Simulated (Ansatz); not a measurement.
**MgO under load (space group I4/mmm): band-edge transport data**

```
CELL_PARAMETERS angstrom
      0.00000     2.08882     2.11854
      2.08882     0.00000     2.11854
      2.08882     2.08882     0.00000
ATOMIC_POSITIONS crystal
  Mg 0.00000 0.00000 0.00000
  O  0.50000 0.50000 0.50000
```

All values below come from r2SCAN, rigid bands (plane waves, PAW, scalar-relativistic; Ansatz, a first-principles code). Condition of this run: biaxial stress in (001) of 3 GPa (compression positive) (the target of the relaxation). Cell: cell and atoms relaxed with PBEsol, then loaded as said.

```yaml
band_gap: 5.72 eV
electron conductivity mass (300 K, dilute): 0.38 (x), 0.38 (y), 0.37 (z) mₑ
hole conductivity mass (300 K, dilute): 2.2 mₑ
effective density of states N_c (300 K): 5.8e18 cm⁻³
effective density of states N_v (300 K): 1.5e20 cm⁻³
density_of_states_mass_electrons: 0.38 mₑ
density_of_states_mass_holes: 3.2 mₑ
Seebeck coefficient, n-type 1e19 cm⁻³, 300 K: -179 μV/K
best n-type power factor at 300 K for τ = 10 fs (best axis; densities from 1e16 to 1e21 cm⁻³ tried, whether or not they can be reached): 2.5 μW/(cm·K²) at 3e19 cm⁻³
Seebeck coefficient, p-type 1e19 cm⁻³, 300 K: 492 μV/K
```

Rigid bands; masses and Seebeck coefficients take one relaxation time τ for all states and one kind of carrier; polarons and phonon drag are left out. Spin-orbit coupling is left out. Geometry: cell and atoms relaxed with PBEsol.
